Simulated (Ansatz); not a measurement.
# Amorphous Ti$_{24}$Si$_{24}$

It comes from a melt-quench run on a machine-learned potential (CHGNet), relaxed afterwards by DFT. The hot cell started wider than the set density and was brought back towards it in steps. It is the lowest in DFT energy of 2 quenches. It is a model cell: composition and starting density were chosen by hand, and all elements were melted together. No dispersion term was used.

These are PBE, scalar-relativistic without spin-orbit coupling (plane waves to 420 eV, PAW; Ansatz, a quantum-chemistry and plane-wave program) values and carry that method's errors. Geometry, pressure, stress and energy are those of the PBE run. Its sampling: a 2×2×2 Γ-centred mesh; Fermi-Dirac width 0.1 eV; no spin polarisation.

| Item | Result |
|---|---|
| Number of atoms in the cell | 48 |
| Density (volume relaxed, without dispersion) | 4.08 g/cm^3 |
| Volume per atom | 15.45 Å³ |
| Pressure on a 2×2×2 Γ-centred mesh | 0.07 GPa |
| Largest force and stress component on that mesh (the relaxation ran on one k-point at (1/4, 1/4, 1/4)) | 0.19 eV/Å and 0.3 GPa |
| Gap on a 2×2×2 Γ-centred mesh (PBE) | within the smearing (under twice its width) |

Neighbours within Ti-Ti 3.92 Å, Ti-Si 3.32 Å, Si-Si 2.74 Å count as bonded.

```
Item                                                                         Result
-----------------------  ----------------------------------------------------------
Mean coordination of Ti          14.92 (2 with 13, 7 with 14, 6 with 15, 9 with 16)
Mean coordination of Si  8.83 (2 with 7, 7 with 8, 10 with 9, 3 with 10, 2 with 11)
Mean Ti-Ti bond                               3.242 Å (spread 0.286 Å, 100 counted)
Mean Ti-Si bond                               2.696 Å (spread 0.170 Å, 158 counted)
```

Its density started from a set value of 3.90 g/cm³. The quench (nominally 160 K/ps over its main leg) was far faster than any real one, so the model tends to hold more defects than a real film. Values belong to this one cell and scatter from quench to quench. Volume and shape were free in the relaxation. On a 2×2×2 Γ-centred mesh force components of up to 0.19 eV/Å stay, since the relaxation ran on one k-point at (1/4, 1/4, 1/4).
